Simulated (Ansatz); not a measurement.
Take Cl (2 atoms a cell; a hypothetical phase, not in the database extracts checked; relaxed with 0.1 eV smearing) as the base.

```
CELL_PARAMETERS angstrom
      0.00000     1.83691     6.95813
      1.83670     0.00000     6.95813
      1.83670     1.83691     0.00000
ATOMIC_POSITIONS crystal
  Cl 0.13201 0.13201 0.86799
  Cl 0.86799 0.86799 0.13201
```

Cartesian axes are those of the cell as printed.

All numbers come from r2SCAN+rVV10 (Ansatz, a first-principles code, PAW, no spin-orbit coupling).

Base values:

```
Quantity    Value
--------  -------
Pressure  0.0 GPa
```

Perturbation: biaxial strain +2.29 %, plane normal [001], relaxed out of plane (Cartesian); in-plane vectors clamped, the third vector and the atoms free.

Question: Predict the new ratio −ε⊥/ε∥ and pressure.

Answer: The ratio −ε⊥/ε∥ is -0.05; the pressure (mean of the normal stresses, compression positive) goes from zero to -2.5 GPa.

No phonon test of stability was made. The base started in Cmce and relaxed to Fmmm at this level.
